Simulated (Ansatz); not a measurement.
Consider WC (space group P-6m2, No. 187; a = 2.899 Å, c = 2.827 Å; relaxed with 0.1 eV smearing). Axes: x lies along a and z along c of the hexagonal cell.

Computed with PBEsol (Ansatz, a program for electronic structure; PAW; 420 eV plane waves; no spin-orbit coupling).

Strains are applied to the cell and any free atomic positions relax.

One change was made to it. Results:

| quantity | base | after |
|---|---|---|
| energy relative to the base (free energy F) | 0 meV/atom | +16 meV/atom |
| shortest interatomic distance | 219.1 pm | 215.5 pm |

What was done to the base?
A. tensor shear ε_xz = +1.71 %
B. tensor shear ε_xz = +1.14 %
C. tensor shear ε_xz = +2.00 %
D. tensor shear ε_xz = +1.43 %

C, tensor shear ε_xz = +2.00 %. For comparison, the energy relative to the base in the other runs: tensor shear ε_xz = +1.71 % gives +12 meV/atom; tensor shear ε_xz = +1.14 % gives +5.3 meV/atom; tensor shear ε_xz = +1.43 % gives +8.4 meV/atom.

Stability against distortions was not tested. All final runs are without spin polarisation.
